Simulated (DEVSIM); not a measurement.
Structure: abrupt Si p-n junction, at 400 K.

Layer 1 from the left is Si, thickness (μm) 0.290, Na (cm⁻³) 6.6e17, τn (s) 4e-5, τp (s) 4e-5. Layer 2 from the left is Si, thickness (μm) 0.690, Nd (cm⁻³) 3.5e15, τn (s) 4e-5, τp (s) 4e-5.

Left contact: ohmic. Right contact: ohmic. Voltage is applied to the left contact. Recombination: SRH at mid-gap, Auger. Mobility is μmin + (μ − μmin)/(1 + (N/Nref)^α).

The device is made up for the run: typed textbook-type constants, with dimensions and the other settings drawn at random. Values at 300 K; Nc and Nv go as T^1.5, mobilities as T to minus their exponent, the gap by Varshni's rule with the affinity fixed.

Si: gap (eV) 1.124, affinity (eV) 4.05, permittivity 11.7, Nc (cm⁻³) 2.86e19, Nv (cm⁻³) 3.1e19, μn (cm²/Vs) 1417, μp (cm²/Vs) 470, μn,min 52, μp,min 45, Nref,n 9.7e16, Nref,p 2.2e17, αn 0.68, αp 0.72, T exponent of μn 2.3, T exponent of μp 2.2, Cn (cm⁶/s) 2.8e-31, Cp (cm⁶/s) 9.9e-32, Varshni α (eV/K) 0.000473, Varshni β (K) 636.

Simulated with DEVSIM: 1D drift-diffusion, Boltzmann statistics, complete ionisation; no tunnelling, impact ionisation, image-force lowering or self-heating.

Question: What does the simulation give for the dark forward voltage at 100 A/cm², the dark forward voltage at 1 A/cm²?

Answer: dark forward voltage at 100 A/cm² 0.466 V; dark forward voltage at 1 A/cm² 0.280 V.
